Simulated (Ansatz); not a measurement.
## Ti under a change: pressure 4.5 GPa

Base system: Ti in the hcp (Mg type) structure (space group P6_3/mmc, No. 194; a = 2.9009 Å, c = 4.5906 Å).

It is then changed as follows: a hydrostatic pressure of 4.5 GPa.

Calculations: PBEsol (Ansatz, a program for electronic structure, PAW, no spin-orbit coupling). Settings: 18×18×10 k-points, 0.05 eV Fermi–Dirac smearing.

The volume per atom shrinks by 0.58 Å³ to 16.15 Å³ and the density grows by 0.17 g/cm³, from 4.75 g/cm³ to 4.92 g/cm³. The lattice parameter a decreases by 0.035 Å, from 2.901 Å to 2.866 Å and the c/a ratio goes up by 0.002, from 1.582 to 1.584. The shortest interatomic distance shrinks by 0.032 Å (2.841 Å → 2.809 Å) and the enthalpy H = E + PV relative to the base's energy amounts to +0.46 eV/atom. The band gap remains zero.

Load acts through the strain it causes; cell and atoms are relaxed under it. Whether these cells are dynamically stable was not tested. The final runs are not spin-polarised.
